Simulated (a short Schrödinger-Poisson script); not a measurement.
Stack: MOS inversion layer, HfO2 on p-type Si(100), at 300 K.

| layer | material | thickness (nm) | Na (cm⁻³) |
|---|---|---|---|
| 1 | HfO2 | 5.6 | - |
| 2 | Si | 1500 | 7.9e16 |

The device is made up for the run: typed textbook-type constants, with dimensions and the other settings drawn at random. HfO2: permittivity 22, conduction-band edge (eV) 1.55, gap (eV) 5.7, electron mass (mₑ) 0.2. Si: permittivity 11.7, conduction-band edge (eV) 0, gap (eV) 1.124, Nv at 300 K (cm⁻³) 3.1e19.

Channel valleys (confinement mass, in-plane density-of-states mass, number): Δ2 0.916, 0.19, 2; Δ4 0.19, 0.417, 4. At the gate the conduction-band edge of layer 1 lies 1.6 eV − eVg above the Fermi level of the channel; the field vanishes at the back. Gaps are held at their typed values at every temperature. Mesh 0.03 nm at interfaces.

From a short Schrödinger-Poisson script (our own, NumPy): 1D Poisson equation in equilibrium, electrons quantum, Hartree (BenDaniel-Duke, 12 states a valley, the channel's in-plane mass for all, wave functions ending at the dielectric), parabolic valleys, classical holes, full ionisation, no traps, pinning or gate leakage.

**Question.** List the lowest subbands of each valley and their electrons at Vg = 0.8 V.

**Answer.** 
| valley | subband | energy from the Fermi level (meV) | electrons (cm⁻²) | share (%) |
|---|---|---|---|---|
| Δ2 | 0 | -36.6 | 6.70e12 | 68.6 |
| Δ2 | 1 | 54.0 | 4.80e11 | 4.9 |
| Δ2 | 2 | 99.1 | 8.80e10 | 0.9 |
| Δ4 | 0 | 51.0 | 2.35e12 | 24.0 |
| Δ4 | 1 | 134.9 | 9.73e10 | 1.0 |
| Δ4 | 2 | 188.9 | 1.21e10 | 0.1 |

All electrons: 9.77e12 cm⁻².
